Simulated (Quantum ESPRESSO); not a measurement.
**Quick settings and what they miss: CaB6 (Pm-3m, 7 atoms in the cell)**

Self-consistent single point.

```xyz
7
Lattice="4.2022 0.0000 0.0000 0.0000 4.2022 0.0000 0.0000 0.0000 4.2022" Properties=species:S:1:pos:R:3 pbc="T T T"
Ca     0.0000     0.0000     0.0000
B      0.8475     2.1011     2.1011
B      3.3547     2.1011     2.1011
B      2.1011     0.8475     2.1011
B      2.1011     3.3547     2.1011
B      2.1011     2.1011     0.8475
B      2.1011     2.1011     3.3547
```

Method: PBE, GBRV 1.5 ultrasoft (PBE) pseudopotentials (plane waves; Quantum ESPRESSO 7.5).

Base settings: ecutwfc = 40 Ry; ecutrho = 200 Ry; occupations = smearing; smearing = gauss; degauss = 0.0099958 Ry; potentials = {Ca: ca_pbe_v1.uspp.F.UPF, B: b_pbe_v1.4.uspp.F.UPF}; K_POINTS = automatic 10 10 10 0 0 0; conv_thr = 1e-09 Ry.

Tight run (finer mesh or higher cutoff; not a proven limit): ecutwfc: 40 Ry → 56 Ry; ecutrho: 200 Ry → 280 Ry; conv_thr: 1e-09 Ry → 7.3e-11 Ry; K_POINTS: automatic 10 10 10 0 0 0 → automatic 14 14 14 0 0 0. It gave Fermi level (on the code's own zero) 8.01 eV; pressure -6.03 GPa; largest force (vector length) 0.232 eV/Å.

Quick runs, as changes from the base:
- A: the base itself
- B: smearing: gauss → fd; pseudopotentials: {Ca: ca_pbe_v1.uspp.F.UPF, B: b_pbe_v1.4.uspp.F.UPF} → {Ca: ca_lda_v1.uspp.F.UPF, B: b_lda_v1.4.uspp.F.UPF}; K_POINTS: automatic 10 10 10 0 0 0 → automatic 4 4 4 1 1 1 [LDA (PZ)]
- C: ecutwfc: 40 Ry → 28 Ry; ecutrho: 200 Ry → 140 Ry; K_POINTS: automatic 10 10 10 0 0 0 → automatic 4 4 4 0 0 0
- D: ecutwfc: 40 Ry → 20 Ry; ecutrho: 200 Ry → 100 Ry; smearing: gauss → cold; K_POINTS: automatic 10 10 10 0 0 0 → automatic 8 8 8 1 1 1
- E: ecutwfc: 40 Ry → 20 Ry; ecutrho: 200 Ry → 100 Ry; smearing: gauss → fd; degauss: 0.0099958 Ry → 0.036749 Ry; K_POINTS: automatic 10 10 10 0 0 0 → automatic 2 2 2 1 1 1
- F: ecutwfc: 40 Ry → 24 Ry; ecutrho: 200 Ry → 120 Ry; smearing: gauss → mp; degauss: 0.0099958 Ry → 0.036749 Ry; conv_thr: 1e-09 Ry → 7.3e-06 Ry; K_POINTS: automatic 10 10 10 0 0 0 → automatic 3 3 3 1 1 1

Energies are extrapolated to zero smearing width, which holds to low order in the width alone (under cold and Methfessel-Paxton smearing the free energy itself is taken).

Dashes: energy of B, another energy zero.

† marks runs with another functional, U, potentials or spin treatment: their distance from the tight run is not a convergence error alone.

The count of work is k-points × plane waves × bands × iterations; it is no time. 

The starting cell comes from a database of computed structures (which also holds hypothetical and non-ambient phases and stackings), without a prior relaxation at this level. Its lattice was rescaled by a random factor within 2.5 % of one. In the base run, with a pressure of about -6 GPa the cell is away from its equilibrium volume at this level.

```tsv
run	energy less tight (meV/atom)	pressure less tight (GPa)	largest miss in a force vector (eV/Å)	count of work / tight
A	2.1	0.11	0.009	0.28
B†	–	-5.31	0.099	0.020
C	37.2	-2.34	0.132	0.027
D	227.5	-10.21	0.207	0.035
E	51.5	-11.36	0.145	0.0016
F	67.9	-5.35	0.276	0.0047
```

Among the runs at the tight run's level, the energy misses run from 2.1 to 227.5 meV/atom.
